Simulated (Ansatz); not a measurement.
The starting structures come from a database of crystals and need not be the phases stable at ambient conditions.

Data:

```yaml
crystal:
  lattice:
    - [6.71510, 0.00000, 0.00000]
    - [0.00000, 6.71510, 0.00000]
    - [3.35755, -3.35755, 3.35755]
  atoms:
    - { symbol: Hf, position: [0.12500, 0.25000, 0.00000] }
    - { symbol: Hf, position: [0.25000, 0.37500, 0.50000] }
    - { symbol: Hf, position: [0.37500, 0.75000, 0.00000] }
    - { symbol: Hf, position: [0.75000, 0.12500, 0.50000] }
    - { symbol: Hf, position: [0.87500, 0.87500, 0.75000] }
    - { symbol: Hf, position: [0.62500, 0.62500, 0.25000] }
    - { symbol: N, position: [0.50000, 0.00000, 0.86634] }
    - { symbol: N, position: [0.00000, 0.13366, 0.63366] }
    - { symbol: N, position: [0.13366, 0.86634, 0.86634] }
    - { symbol: N, position: [0.86634, 0.50000, 0.63366] }
    - { symbol: N, position: [0.00000, 0.63366, 0.13366] }
    - { symbol: N, position: [0.50000, 0.00000, 0.36634] }
    - { symbol: N, position: [0.36634, 0.50000, 0.13366] }
    - { symbol: N, position: [0.63366, 0.36634, 0.36634] }
```

Space group of this cell: I-43d. The cell is taken as given; by r2SCAN its mean pressure is -2.2 GPa.

The current runs along the normal of the first two printed vectors, the (001) plane. All runs by Ansatz (an electronic-structure program), plane waves and PAW, without spin-orbit coupling; the base is r2SCAN.

```
run                                                      mean pressure (GPa)  gap (eV)  mid-gap κ (1/Å)
-------------------------------------------------------  -------------------  --------  ---------------
base                                                                    -2.2      1.38            0.185
all lengths scaled by 0.98                                              17.2      1.32            0.183
all lengths scaled by 1.02                                             -17.1      1.42            0.184
lda in place of r2scan                                                 -12.9       ___            0.153
lengths across the current scaled by 0.98, ions clamped                 10.4      1.28            0.194
lengths across the current scaled by 1.02, ions clamped                -12.4       ___            0.183
lengths along the current scaled by 0.97, ions clamped                   7.3       ___              ___
lengths along the current scaled by 1.03, ions clamped                  -9.8      1.31            0.195
pbesol in place of r2scan                                               -6.4      0.95            0.153
```

Q: Complete the blanks.

A: 
- lda in place of r2scan, gap (eV): 0.92
- lengths across the current scaled by 1.02, ions clamped, gap (eV): 1.30
- lengths along the current scaled by 0.97, ions clamped, gap (eV): 1.18
- lengths along the current scaled by 0.97, ions clamped, mid-gap κ (1/Å): 0.178
